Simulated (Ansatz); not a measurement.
Base system: ZnGeP2 in the chalcopyrite structure (space group I-42d, No. 122).

```
CELL_PARAMETERS angstrom
     -2.74995     2.74995     5.42237
      2.74995    -2.74995     5.42237
      2.74995     2.74995    -5.42237
ATOMIC_POSITIONS crystal
  Zn 0.00000 0.00000 0.00000
  Zn 0.75000 0.25000 0.50000
  Ge 0.50000 0.50000 0.00000
  Ge 0.25000 0.75000 0.50000
  P  0.87500 0.87162 0.49662
  P  0.12838 0.62500 0.00338
  P  0.37500 0.37838 0.50338
  P  0.62162 0.12500 0.99662
```

Cartesian axes are those of the cell as printed.

Method: PBE (Ansatz, a first-principles code), no spin-orbit coupling.

Before the change:

- Pressure = 0.00 GPa
- Volume per atom = 20.50 Å³

Modification: compressive biaxial strain of 0.75 % in the plane normal to [001], as in epitaxy on a mismatched substrate; the out-of-plane cell vector and the atoms relax.

Problem. How does this affect the pressure, energy relative to the base and volume per atom?

Solution. The pressure (mean of the normal stresses, compression positive) goes from zero to 0.64 GPa; the energy grows by 0.9 meV/atom; the volume per atom shrinks by 0.17 Å³ (20.50 Å³ → 20.33 Å³).

Whether these cells are dynamically stable was not tested.
